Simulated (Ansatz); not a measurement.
## A computed series for Zn: element substitutions

Start from Zn in the hcp (Mg type) structure (space group P6_3/mmc, No. 194).

```cif
data_Zn2
_chemical_formula_sum 'Zn2'
_space_group_name_H-M_alt 'P63/mmc'
_space_group_IT_number 194
_space_group_name_Hall '-P 6c 2c'
_cell_length_a 2.63585
_cell_length_b 2.63585
_cell_length_c 4.65702
_cell_angle_alpha 90.000
_cell_angle_beta 90.000
_cell_angle_gamma 120.000
loop_
_atom_site_label
_atom_site_type_symbol
_atom_site_symmetry_multiplicity
_atom_site_Wyckoff_symbol
_atom_site_fract_x
_atom_site_fract_y
_atom_site_fract_z
_atom_site_occupancy
Zn1 Zn 2 d 0.66667 0.33333 0.25000 1
```

Each row replaces one element on all its sites; cell and atoms are relaxed.

Levels (all Ansatz, an electronic-structure program, PAW): PBEsol (420 eV, without spin-orbit coupling); r2SCAN (500 eV, no spin-orbit coupling).

Pressures by level, all at the geometries relaxed with PBEsol:

```json
[
 {"case": "base", "PBEsol": "0.0 GPa", "r2SCAN": "1.3 GPa"},
 {"case": "Zn → Al", "PBEsol": "0.0 GPa", "r2SCAN": "-1.6 GPa"},
 {"case": "Zn → Cu", "PBEsol": "0.0 GPa", "r2SCAN": "1.9 GPa"}
]
```

Single points use the geometry relaxed with PBEsol. Their cutoffs differ, which shifts pressures a little. Whether these cells are dynamically stable was not tested. For Al and Cu in this form, whether it has been made was not checked. The final runs are not spin-polarised. This is not the structure that Al has at room temperature and ambient pressure. This is not the structure that Cu has at room temperature and ambient pressure.
